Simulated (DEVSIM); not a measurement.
Device: abrupt In0.53Ga0.47As n-p junction, at 300 K.

Layer 1 from the left is In0.53Ga0.47As, thickness (μm) 1.60, Nd (cm⁻³) 2.4e16, τn (s) 2.2e-9, τp (s) 2.2e-9. Layer 2 from the left is In0.53Ga0.47As, thickness (μm) 1.20, Na (cm⁻³) 2.4e17, τn (s) 2.2e-9, τp (s) 2.2e-9.

Left contact: ohmic. Right contact: ohmic. Voltage is applied to the left contact. Recombination: SRH at mid-gap, radiative. Mobility is constant in doping.

This is a model device: material constants are rounded textbook-type values typed into the input, and sizes, dopings and lifetimes were drawn at random. Values at 300 K.

In0.53Ga0.47As: gap (eV) 0.74, affinity (eV) 4.51, permittivity 13.9, Nc (cm⁻³) 2.1e17, Nv (cm⁻³) 7.7e18, μn (cm²/Vs) 12000, μp (cm²/Vs) 300, B (cm³/s) 9.6e-11.

Estimate by hand the built-in potential, the peak field at zero bias, the capacitance at 0.4 V, and compare with a numerical solution.


- Built-in potential: ni = √(Nc Nv) exp(−Eg/2kT) = 7.74e11 cm⁻³ with Eg = 0.740 eV; Vbi = kT/q ln(Na Nd/ni²) = 0.594 V; numerical 0.594 V.
- Peak field at zero bias: depletion approximation: W = √(2εVbi/(qN)) = 0.205 μm with N = 2.18e16 cm⁻³; field = 2Vbi/W = 58100 V/cm; numerical 56300 V/cm (estimate above by 3.2 %).
- Capacitance at 0.4 V: C = √(qεN / 2(Vbi + |V|)) = 46.5 nF/cm²; numerical 47.8 nF/cm² (estimate below by 2.7 %).

Simulated with DEVSIM: 1D drift-diffusion, Boltzmann statistics, complete ionisation; no tunnelling, impact ionisation, image-force lowering or self-heating.
